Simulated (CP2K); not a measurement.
Checking a run of CP2K on KBr (Fm-3m, 2 atoms in the cell). The aim is a self-consistent single point with DFT PBE, GPW, DZVP-MOLOPT-SR-GTH basis, GTH-PBE potentials (GTH_POTENTIALS).

Cell that was meant: a = 4.5618 Å, b = 4.5618 Å, c = 4.5618 Å, α = 60.00°, β = 60.00°, γ = 60.00°.

Part of the input:

```
  &END DFT
  &SUBSYS
    &CELL
      A 8.62056400 0.00000000 0.00000000
      B 4.31028200 7.46562700 0.00000000
      C 4.31028200 2.48854200 7.03866100
      PERIODIC XYZ
    &END CELL
    &COORD
```

Output (repeated stretches shortened):

```
 GLOBAL| Method name                                                        CP2K
   [... lines left out ...]
                           16                16.000                        1.000

 Number of electrons:                                                         16
 Number of occupied orbitals:                                                  8
 Number of molecular orbitals:                                                12

 Number of orbital functions:                                                 27
 Number of independent orbital functions:                                     27
 SCF WAVEFUNCTION OPTIMIZATION

  Step     Update method      Time    Convergence         Total energy    Change
     1 NoMix/Diag. 0.40E+00      -     0.99013542       -41.5792477018 -4.16E+01
     2 Broy./Diag. 0.40E+00      -     0.04202129       -41.0082933575  5.71E-01
     3 Broy./Diag. 0.40E+00      -     0.20106967       -41.4249712675 -4.17E-01
     4 Broy./Diag. 0.40E+00      -     0.02839839       -41.8082152856 -3.83E-01
     5 Broy./Diag. 0.40E+00      -     0.14024983       -41.8108339664 -2.62E-03
     6 Broy./Diag. 0.40E+00      -     0.17798504       -41.7717622957  3.91E-02
   [... 17 lines left out ...]
    24 Broy./Diag. 0.40E+00      -     0.00000711       -41.7026735536 -2.34E-06
    25 Broy./Diag. 0.40E+00      -     0.00000599       -41.7026575817  1.60E-05
    26 Broy./Diag. 0.40E+00      -     0.00000225       -41.7026748563 -1.73E-05
    27 Broy./Diag. 0.40E+00      -     0.00000063       -41.7026769326 -2.08E-06
  *** SCF run converged in    27 steps ***

  Overlap energy of the core charge distribution:               0.00000000000000
  Self energy of the core charge distribution:                -84.76948492805039
  Core Hamiltonian energy:                                     19.53395284370992
  Hartree energy:                                              30.47615033356582
  Exchange-correlation energy:                                 -6.94329518185100
  Smearing free energy correction:                             -0.00000000000000
  Fermi energy:                                                -0.07553807191746

  Total energy:                                               -41.70267693262565
  Total energy (extrapolated to sigma->0):                    -41.70267693262565

   [... lines left out ...]
 STRESS|                        x                   y                   z
 STRESS|      x       -5.89231332892E+03  -7.17563375578E-04  -5.07394616343E-04
 STRESS|      y       -7.17563375578E-04  -5.89231336507E+03  -1.25341536643E-03
 STRESS|      z       -5.07394616343E-04  -1.25341536643E-03  -5.89231323942E+03
 STRESS| 1/3 Trace                                            -5.89231331114E+03
```

Question: Is anything amiss in this input, and did it matter?

Answer: The run is not sound. The fault is this: cell typed in bohr and read as Angstrom. Bohr and ångström differ by a factor of 1.89; the cell that the program reads is then far too large or far too small. To fix it, give the lengths in the unit that the key or card expects. The run converged in 27 iterations without an error; against the sound input the free energy rises by 1.39 eV/atom, the pressure goes from 2.31 to -0.59 GPa and the gap on the mesh goes from 4.718 to 1.114 eV.

The sound input it was made from differs as follows (other fixes are possible):
```diff
-      A 8.62056400 0.00000000 0.00000000
-      B 4.31028200 7.46562700 0.00000000
-      C 4.31028200 2.48854200 7.03866100
+      A 4.56180600 0.00000000 0.00000000
+      B 2.28090300 3.95064000 0.00000000
+      C 2.28090300 1.31688000 3.72469900
```

With that input, the run converged in 14 iterations: free energy E − TS -1137.5669 eV; top of the valence band (on the code's own zero) 0.43 eV; gap on the k-point mesh 4.72 eV; pressure 2.31 GPa (DFT PBE, GPW, DZVP-MOLOPT-SR-GTH basis, GTH-PBE potentials (GTH_POTENTIALS)).

On the sound input: the starting cell comes from a database of computed structures (which also holds hypothetical and non-ambient phases and stackings), without a prior relaxation at this level. Its lattice was rescaled by a random factor within 2.5 % of one. Values carry the incompleteness of an atom-centred basis.
